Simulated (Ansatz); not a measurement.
# Rh: isotropic strain +2.50 %

Consider Rh in the fcc (Cu type) structure (space group Fm-3m, No. 225; a = 3.8320 Å; relaxed with 0.1 eV smearing).

Now apply this change: an isotropic linear strain of +2.50 %, atoms relaxed at fixed cell.

Method: Ansatz (an electronic-structure program) PBE, without spin-orbit coupling. Γ-centred 29×29×29 mesh, Fermi–Dirac width 0.1 eV.

The volume per atom increases by 1.08 Å³, from 14.07 Å³ to 15.15 Å³ and the shortest interatomic distance rises by 0.0677 Å to 2.777 Å. The energy goes up by 57 meV/atom and the pressure goes from zero to -15.5 GPa. The band gap remains zero.

Final structure:

```
Rh
1.0
    0.00000     1.96390     1.96390
    1.96390     0.00000     1.96390
    1.96390     1.96390     0.00000
Rh
1
Direct
  0.00000   0.00000   0.00000
```

Cost of the whole job for the changed cell (relaxation, final SCF and bands): very roughly 17 core-seconds.

Stability against distortions was not tested. The final runs are not spin-polarised. Rh lies near a magnetic instability that expansion can trigger; it was not tested.
